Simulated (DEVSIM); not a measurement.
Structure: Schottky contact on p-type GaP, at 450 K.

Layer 1 from the left is GaP, thickness (μm) 0.350, Na (cm⁻³) 2.4e17, τn (s) 2.5e-6, τp (s) 2.5e-6.

Left contact: Schottky, work function 4.38 eV, emission velocity 1.9e6 cm/s. Right contact: ohmic. Voltage is applied to the left contact. Recombination: SRH at mid-gap, Auger. Mobility is μmin + (μ − μmin)/(1 + (N/Nref)^α).

Constants are typed, rounded textbook-type inputs, not results; the design itself was drawn at random and stands for no fabricated device. Values at 300 K; Nc and Nv go as T^1.5, mobilities as T to minus their exponent, the gap by Varshni's rule with the affinity fixed.

GaP: gap (eV) 2.26, affinity (eV) 3.8, permittivity 11.1, Nc (cm⁻³) 1.8e19, Nv (cm⁻³) 1.9e19, μn (cm²/Vs) 250, μp (cm²/Vs) 150, μn,min 10, μp,min 10, Nref,n 4.4e18, Nref,p 1e18, αn 0.8, αp 0.85, T exponent of μn 1.6, T exponent of μp 1.98, Cn (cm⁶/s) 1e-30, Cp (cm⁶/s) 1e-30, Varshni α (eV/K) 0.00058, Varshni β (K) 372.

Model (solved in DEVSIM): 1D drift-diffusion, Boltzmann statistics, complete ionisation; no tunnelling, impact ionisation, image-force lowering or self-heating. Metal contacts follow the ideal Schottky-Mott rule: no Fermi-level pinning, no interface dipoles.

Dark forward current:

```csv
|V| (V),|J| (A/cm²)
0.05,2.098e-11
0.10,9.644e-11
0.15,3.689e-10
0.20,1.354e-9
0.25,4.920e-9
0.30,1.783e-8
0.35,6.454e-8
0.40,2.336e-7
0.45,8.454e-7
0.50,3.059e-6
0.55,1.106e-5
0.60,4.000e-5
0.65,0.0001446
0.70,0.0005222
0.75,0.001885
0.80,0.006801
0.85,0.02451
0.90,0.08825
0.95,0.3172
1.00,1.138
1.05,4.064
1.10,14.42
1.15,50.27
1.20,167.9
1.25,505.7
1.30,1266
```

Problem. Work out the local ideality factor n = ΔV / (kT/q · ln(J2/J1)) between the rows 0.20 and 0.25 V, 1.25 and 1.30 V.

Solution. kT/q = 38.78 mV. From 0.20 to 0.25 V: ln(4.920e-9/1.354e-9) = 1.290, n = 1.00, near the 1 of diffusion or emission over a barrier. From 1.25 to 1.30 V: ln(1266/505.7) = 0.918, n = 1.40; the layers' resistance at their doping, Σ W/(qμN) = 1.7e-5 Ω cm², would take 13 mV of this step of 50 mV.

Problem. Estimate the current at 0.65 V for emission alone, J0 = q v N_band exp(−φB/kT), and read the barrier back from the simulated current.

Solution. φB = 1.615 eV, N_band = 3.49e19 cm⁻³, J0 = 8.76e-12 A/cm²; J = J0 (exp(qV/kT) − 1) = 0.000167 A/cm². The simulation gives 0.000145 A/cm²; the estimate lies 15 % above. Read backwards, the simulated current gives an apparent barrier of 1.620 eV. The estimate leaves out transport through the depletion region and minority injection.
